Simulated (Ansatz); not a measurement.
# Effect of pressure 100 GPa on MgO

Take MgO in the rock salt structure (space group Fm-3m, No. 225; a = 4.2544 Å) as the base.

One thing is altered: cell and atoms relaxed at a pressure of 100 GPa.

Calculations: PBE in Ansatz (plane waves to 420 eV, PAW, scalar-relativistic without spin-orbit coupling), earlier PAW set. k-mesh 13×13×13 (Γ-centred); smearing 0.05 eV (Fermi–Dirac).

The density increases by 1.39 g/cm³, from 3.48 g/cm³ to 4.87 g/cm³ and the lattice parameter a drops by 0.8523 bohr (8.040 bohr → 7.187 bohr). The enthalpy H = E + PV relative to the base's energy is +4.94 eV/atom and the band gap increases by 3.87 eV to 8.33 eV. The gap character remains direct at Γ and the width of the top valence band increases by 0.71 eV, from 1.71 eV to 2.42 eV. The electron mass goes from 0.34 mₑ (at Γ) to 0.47 mₑ (at Γ) and the valley order (the lowest conduction-band minima on the path, energy above the VBM, named in the base's zone) changes from Γ 4.46 eV to Γ 8.33 eV; X along ⟨100⟩ 9.33 eV.

Final structure:

```
MgO
1.0
    0.00000     1.90172     1.90172
    1.90172     0.00000     1.90172
    1.90172     1.90172     0.00000
O Mg
1 1
Direct
  0.00000   0.00000   0.00000
  0.50000   0.50000   0.50000
```

Load acts through the strain it causes; cell and atoms are relaxed under it. Masses are band curvatures over ±0.01 Å⁻¹ around the edge. No phonon test of stability was made. No other phases were tried under pressure.

Ansatz is a quantum-chemistry and plane-wave program.
